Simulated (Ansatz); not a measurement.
## Al on the 1x1 (111) surface of fcc Au (the real clean face reconstructs), one in a 2x2 cell, started at the site 'top Au'

Method: PBE (plane waves to 420 eV, PAW; Ansatz, a program for electronic structure).

Model: 17-atom slab, 7.2 Å thick at the start under the adsorbate (thin: gaps and levels are the slab's own), 6x6x1 mesh, Fermi-Dirac 0.1 eV, dipole correction, 8 atoms held, the rest relaxed; held to the start's symmetry, so lower structures may exist; no spin, no spin-orbit, no U, no dispersion correction. At the end it is bonded to Au. In PBE this state lies 0.73 eV over the lowest of the starts that converged ('hollow Au-Au-Au over Au at depth 4.8 Å').

The adsorption energy against an atom of fcc Al is 857 meV and the work function of the top face is 4.14 eV. The change of the work function is -0.99 eV and the change of the step from the bottom to the top vacuum level, against the clean slab is -1.06 eV. The energy released by relaxation is 0.17 eV, the height of the binding atom over the mean of the host atoms within 0.3 Å of the top one is 229.8 pm and the nearest host atoms of the binding atom is Au at 2.42 Å, Au at 3.71 Å, Au at 3.71 Å. The largest move of a host atom comes out as 0.09 Å and the cost is about 4 core-minutes (a rough figure).

A negative adsorption energy means that the adsorbate is more stable on the surface than in its reference.
